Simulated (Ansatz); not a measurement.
Output of an Ansatz run (abridged):

```
WARN ansatz: RAYON_NUM_THREADS=1 ignored (pool sized by the plan → 1); use --threads N
Pseudopotentials: kind: paw
Pseudopotential: Nb, paw, valence charge 13
Pseudopotential: H, paw, valence charge 1
Crystal: 4 atoms, lattice volume = 42.053 Å³
Basis set: ecut = 420 eV, 793 PW (Γ)
Bands: 18, of which v1, the nominal top of the filled ones, is band 14 counted from 1 (13 counted from 0)
Symmetry: 8 space group operations
Space group: Cmme (ITA 67), of the structure as read, at distance tolerance 3.5e-5 Å
k-points: 144 of 847
PAW frozen core: Nb, regenerated for the run's functional, and the local potential with it
Initial density: superposition of atomic densities (neutral atoms: chi_scale 0, normalization atom), corrected by the library's trained network
Initial wavefunctions: pseudopotential atomic-orbital guess
Eigensolver: davidson
Functional: x = slater, c = lda
SCF iter   1: F=—  HF=-8917.309023 eV  |F-HF|=—  |Δ(HF+E_count)|=         —  Δρ=8.65e-3  dr2=1.27e-2  ethr=1.77e-3  ⟨swp⟩=5.1  Hψ=11460  notcnv=0
all-band conjugate gradients solve this SCF's bands
preconditioner: auto → Kerker (q_TF=auto, 2.549 Å⁻¹)
SCF iter   2: F=—  HF=-8917.306997 eV  |F-HF|=—  |Δ(HF+E_count)|=   2.03e-3  Δρ=4.89e-3  dr2=4.92e-3  ethr=4.54e-5  ⟨swp⟩=1.5  Hψ=3936  notcnv=0
SCF iter   3: F=—  HF=-8917.305651 eV  |F-HF|=—  |Δ(HF+E_count)|=   1.35e-3  Δρ=4.01e-4  dr2=1.09e-4  ethr=1.76e-5  ⟨swp⟩=2.3  Hψ=3330  notcnv=0
SCF iter   4: F=—  HF=-8917.305627 eV  |F-HF|=—  |Δ(HF+E_count)|=   2.42e-5  Δρ=1.04e-4  dr2=8.83e-6  ethr=3.88e-7  ⟨swp⟩=2.2  Hψ=3757  notcnv=0
SCF iter   5: F=—  HF=-8917.305625 eV  |F-HF|=—  |Δ(HF+E_count)|=   2.01e-6  Δρ=3.07e-5  dr2=6.13e-7  ethr=3.15e-8  ⟨swp⟩=2.3  Hψ=3547  notcnv=0
SCF iter   6: F=-8917.305625 eV  HF=-8917.305625 eV  |F-HF|=3.78e-9  |Δ(HF+E_count)|=   1.61e-7  Δρ=4.94e-6  dr2=9.68e-9  ethr=3.57e-10  ⟨swp⟩=5.0  Hψ=10624  notcnv=0
SCF 1 converged in 6 iterations: F = -8917.305625 eV  dr2 = 9.68e-9
SCF converged after 6 iterations
Free energy (F): -8917.305625 eV
Harris-Foulkes:  -8917.305625 eV  (|F-HF|=3.78e-9)
Internal energy: -8917.271906 eV  (E = F + TS)
E sigma→0 (E₀):  -8917.288765 eV
Entropy (-TS):   -0.033719 eV (-8.430 meV/atom)
Fermi energy:    15.931397 eV
--- Per-component energies (eV) ---
  E_band       = -186.405309
  E_kinetic    = 816.385848
  E_local      = -1513.497068  (includes V_loc(G=0)·N_el)
  E_nonlocal   = 249.718085
  E_hartree    = 466.115056
  E_xc         = -367.068488
  E_vxc        = -449.043291  (∫ρ·V_xc dr)
  E_paw        = -5930.579755  (= ΣΔE_a)
  E_vpaw       = -222.196250  (= ΣTr[D̂ρ^β])
  E_aug_tail   = -0.002439  (compensation charges beyond the density's cutoff)
  E_ewald      = -2639.194534
  E_core_change = 0.851389  (= ΣΔE_core)
  E_smearing   = -0.033719  (= −TS)
  E_closure    = -0.000000  (closes the sum)
  Σ components = -8917.305625   (vs F -8917.305625, Δ=0.00e0)
--- Forces (eV/Å), atoms counted from 1 ---
  atom   1  Nb     0.00000000    -0.00000000    -0.03758083
  atom   2  Nb     0.00000000     0.00000000     0.03758083
  atom   3  H      0.00000000    -0.00000000     0.00000000
  atom   4  H      0.00000000     0.00000000    -0.00000000
  max |Σ_I F_I| component: 0.00e0 eV/Å
--- Stress (GPa, compression-positive) ---
       -9.012296       0.000000      -0.000000
        0.000000      -7.930622      -0.000000
       -0.000000      -0.000000      -8.277430
  P = ⅓ Tr σ = -8.4068 GPa (-84.068 kbar)
  The stress holds the Pulay correction. Without it, at fixed plane waves, as pw.x and ABINIT print it: P = -8.4990 GPa
--- Band table (eV; the first three rows and the last of 144) ---
  k-point 0: bands = ["-39.0408", "-38.8772", "-15.6306", "-14.9990", "-14.7239", "-14.6891", "-14.6659", "-14.6436", "6.2171", "11.3206", "11.8444", "14.4771", "15.0941", "15.1740", "16.3323", "16.9547", "18.5817", "18.5907"]
  k-point 1: bands = ["-39.0343", "-38.8840", "-15.5885", "-14.9856", "-14.7373", "-14.7213", "-14.6685", "-14.6579", "6.3356", "11.3951", "11.8294", "14.2468", "14.9089", "15.2671", "16.3328", "16.9924", "18.3785", "18.4425"]
  k-point 2: bands = ["-39.0168", "-38.9018", "-15.4704", "-14.9501", "-14.8691", "-14.7141", "-14.6955", "-14.6756", "6.6295", "11.5917", "11.6922", "13.9044", "14.3537", "15.7744", "16.2711", "17.1090", "18.0744", "18.1002"]
  k-point 143: bands = ["-38.8686", "-38.8169", "-15.4478", "-15.3449", "-15.2770", "-15.1089", "-15.0934", "-14.9091", "8.3598", "11.6320", "12.8343", "12.8763", "13.8654", "15.2763", "16.2382", "17.0304", "19.8499", "20.1309"]
```

The structure:

```xyz
4
Lattice="1.8398 -2.3860 0.0000 1.8398 2.3860 0.0000 0.0000 0.0000 4.7898" Properties=species:S:1:pos:R:3 pbc="T T T"
Nb     1.8398    -1.1930     1.2877
Nb     1.8398     1.1930     3.5021
H      0.9199     0.0000     0.0000
H      2.7597     0.0000     0.0000
```

**Question.** Reconstruct the input of this run.

**Answer.** Other spellings and defaults could give the same log, and not every line can be read from it. The input that was run (DFT, LDA (PW92), plane waves, default PAW files made with PBE):

Ansatz 0.2 input:
```yaml
# NbH
crystal:
  lattice:
    - [1.83982900, -2.38602000, 0.00000000]
    - [1.83982900, 2.38602000, 0.00000000]
    - [0.00000000, 0.00000000, 4.78981700]
  atoms:
    - { symbol: Nb, position: [0.75000000, 0.25000000, 0.26884000] }
    - { symbol: Nb, position: [0.25000000, 0.75000000, 0.73116000] }
    - { symbol: H, position: [0.25000000, 0.25000000, 0.00000000] }
    - { symbol: H, position: [0.75000000, 0.75000000, 0.00000000] }
basis:
  ecutwfc: 420.0 eV
kpoints:
  mp_grid:
    grid: [11, 11, 7]
hamiltonian:
  xc: lda
  pseudopotentials:
    kind: paw
scf:
  occupations:
    method: fermi_dirac
    width: 0.1 eV
output:
  forces: true
  eigenvalues: true
  stress: true
```

The starting cell comes from a database of computed structures (which also holds hypothetical and non-ambient phases and stackings), without a prior relaxation at this level. Its lattice was rescaled by up to half a per cent. Spin polarisation is off. With a pressure of about -8 GPa the cell is away from its equilibrium volume at this level. Ansatz's pressure includes its estimate of the finite-basis (Pulay) stress.

Ansatz is a program for electronic structure.
